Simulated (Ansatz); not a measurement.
**W: stress against strain**

W (bcc, Im-3m, 15.910 Å³/atom and stress up to 0.01 GPa in the relaxed cell) under an equal strain ε in the (001) plane with the normal axis free, as in a coherent film. r2SCAN in Ansatz, a plane-wave DFT program (PAW, default set), 500 eV, 29×29×29 Γ-centred mesh, Fermi-Dirac smearing 0.10 eV. Stress is positive for a compressed cell.

Here s stands for strain and y for stress xx.

```csv
strain (%),stress xx (GPa)
-3.00,?
-1.50,9.39
-1.00,6.18
-0.50,3.05
0.00,0.00
0.50,-2.97
1.00,-5.84
1.50,-8.62
```

Fit y of the 7 rows that show it with a straight line. Means: s 0, y 0.170. About the means, the sum of products is -42.045 and the sum of squares of s is 7.0000; the slope is their ratio. Least squares gives y = 0.170 - 6.0064·s. Residuals (row less fit): 0.210, 0.004, -0.123, -0.170, -0.137, -0.004, 0.220; standard error 0.176 (degrees of freedom: 5). The slope gives the biaxial elastic modulus of this plane = about 600 GPa.

### Question
What does the fit predict for y at s = -3.00, and how far is the calculated value from it?

### Answer
y = 0.170 - 6.0064 × (-3.0) = 18.189 GPa. The calculation gives 19.38 GPa, 1.191 GPa above the prediction (4.3 % of the range of y in the table). The row lies outside the fitted rows, so this is an extrapolation. From the scatter of the fitted rows alone, a prediction at this place has a standard error of 0.275 GPa, so the miss is 4.3 times that.

A polynomial of degree 2 through the 12 other runs of the series gives 19.51 there, so most of the miss is curvature that the fit leaves out. In a metal these values are sensitive to mesh and smearing; energies are taken to zero smearing, stresses follow the free energy. Spin-orbit coupling is left out, which can shift these values for the heavy elements here. Rows are the converged runs of the series near zero and its far end; series whose fitted rows scatter by over a few per cent of the range, as at a crossing or softening among them, aren't shown in this form, nor equations of state whose B0' disagrees with the runs' pressures. Most that stay on the fit to the last digits aren't either.
